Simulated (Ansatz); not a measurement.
**Response to strain in SiC**

Base system: SiC in the wurtzite structure (space group P6_3mc, No. 186; a = 3.075 Å, c = 5.049 Å).

Strains are applied to the cell and any free atomic positions relax.

Computed with r2SCAN (Ansatz, a program for electronic structure; PAW; 500 eV plane waves; no spin-orbit coupling), earlier PAW set.

Notes on the quantities. energy relative to the base: free energy F.

```csv
isotropic strain (%),energy relative to the base (meV/atom)
-1.93,26.1
-0.77,?
-0.57,2.2
0,0.0
0.95,5.8
```

### Question
Fit ΔE = Aε² + Bε³ (ε in %) to the rows shown and predict the withheld row.

### Answer
Least squares on the printed values gives A = 6.62 and B = -0.20 meV/atom (largest residual 0.0 meV/atom); this predicts 4.0 meV/atom, and the run gives 4.0 meV/atom, in agreement.

Whether these cells are dynamically stable was not tested.
